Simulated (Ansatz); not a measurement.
Reference: InP (F-43m), r2SCAN with spin-orbit coupling, rigid bands (plane waves, PAW; Ansatz, an electronic-structure program); geometry: cell and atoms relaxed with r2SCAN.

```cif
data_In4P4
_chemical_formula_sum 'In4 P4'
_space_group_name_H-M_alt 'F-43m'
_space_group_IT_number 216
_space_group_name_Hall 'F -4 2 3'
_cell_length_a 5.90723
_cell_length_b 5.90723
_cell_length_c 5.90723
_cell_angle_alpha 90.000
_cell_angle_beta 90.000
_cell_angle_gamma 90.000
loop_
_atom_site_label
_atom_site_type_symbol
_atom_site_symmetry_multiplicity
_atom_site_Wyckoff_symbol
_atom_site_fract_x
_atom_site_fract_y
_atom_site_fract_z
_atom_site_occupancy
In1 In 4 a 0.00000 0.00000 0.00000 1
P1 P 4 d 0.75000 0.75000 0.75000 1
```
(The calculation used a cell of 2 atoms; values per cell refer to that cell.)

| Item | Result |
|---|---|
| band gap | 1.00 eV |
| electron conductivity mass | 0.084 mₑ |
| hole conductivity mass | 0.57 mₑ |
| Seebeck coefficient, n-type 1e19 cm⁻³ | -56 μV/K |

### Question
Replace In by Ga on the same sites and relax. What happens?

### Answer
GaP (F-43m): volume per atom 25.8 to 20.3 Å³; band gap rises (1.00 eV to 1.82 eV); electron conductivity mass rises (0.084 mₑ to 0.34 mₑ); hole conductivity mass falls (0.57 mₑ to 0.48 mₑ); Seebeck coefficient, n-type 1e19 cm⁻³ rises in size (-56 μV/K to -328 μV/K).

### Question
Replace In by B on the same sites and relax. What happens?

### Answer
BP (F-43m): volume per atom 25.8 to 11.7 Å³; band gap rises (1.00 eV to 1.40 eV); electron conductivity mass rises (0.084 mₑ to 0.32 mₑ); hole conductivity mass falls (0.57 mₑ to 0.40 mₑ); Seebeck coefficient, n-type 1e19 cm⁻³ rises in size (-56 μV/K to -336 μV/K).

Moves up to 5 % count as about the same. Masses are for dilute carriers at 300 K, harmonic means over directions unless an axis is named. Seebeck coefficients are for the stated density at 300 K, with one relaxation time for all states and whether or not that doping can be reached.
